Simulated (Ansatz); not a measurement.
**Carrier properties of monolayer ZrS2**

Consider the following.

```
ZrS2
1.0
    3.72236     0.00000     0.00000
   -1.86118     3.22366     0.00000
    0.00000     0.00000    18.94732
Zr S
1 2
Direct
  0.00000   0.00000   0.50000
  0.33333   0.66667   0.57550
  0.66667   0.33333   0.42450
```

Method: PBE, rigid bands (plane waves, PAW, scalar-relativistic; Ansatz, an electronic-structure program). Condition of this run: biaxial strain +1 %. Geometry: cell and atoms relaxed with PBE, then loaded as said.

```json
{
  "band_gap": "1.31 eV",
  "electron conductivity mass (300 K, dilute)": "0.57 mₑ",
  "hole conductivity mass (300 K, dilute)": "0.34 mₑ",
  "effective density of states N_c (300 K)": "2.8e13 cm⁻²",
  "effective density of states N_v (300 K)": "7.1e12 cm⁻²",
  "Seebeck coefficient, n-type 1.9e12 cm⁻², 300 K": "-403 μV/K",
  "Seebeck coefficient, p-type 1.9e12 cm⁻², 300 K": "285 μV/K"
}
```

Rigid bands; masses and Seebeck coefficients take one relaxation time τ for all states and one kind of carrier; polarons and phonon drag are left out. Spin-orbit coupling is left out; where it splits the top of the valence band, N_v and the p-type Seebeck coefficient come out somewhat high without it.

Model free-standing layer, not matched to a measured one here: monolayer ZrS2.
